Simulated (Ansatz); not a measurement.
Base system: SrZrO₃ (space group P4mm, No. 99; a cell from a computed database, its experimental status unchecked).

```xyz
5
Lattice="4.1112 0.0000 0.0000 0.0000 4.1112 0.0000 0.0000 0.0000 4.1920" Properties=species:S:1:pos:R:3 pbc="T T T"
Sr     2.0556     2.0556     2.3220
Zr     0.0000     0.0000     0.0170
O      0.0000     0.0000     2.0205
O      2.0556     0.0000     3.9909
O      0.0000     2.0556     3.9909
```

Levels (all Ansatz, a quantum-chemistry and plane-wave program, PAW): PBEsol (420 eV, without spin-orbit coupling); HSE06 (420 eV, scalar-relativistic without spin-orbit coupling).

Its gap is 3.35 eV with PBEsol and 4.96 eV with HSE06.

One thing is altered: cell and atoms relaxed at a pressure of 7.5 GPa.

With PBEsol the gap becomes 3.44 eV.

Q: If the HSE06 correction stayed the same, what would the HSE06 gap be, and what does the HSE06 run give?

A: A rigid correction of +1.61 eV gives 5.05 eV. The HSE06 run gives 5.07 eV, so the two effects roughly add.

Single points use the geometry relaxed with PBEsol. HSE06 was sampled on its mesh, a few special points and the semilocal edge points, so its gap is an upper bound. Load acts through the strain it causes; cell and atoms are relaxed under it. No phonon test of stability was made. Competing high-pressure phases were not computed.
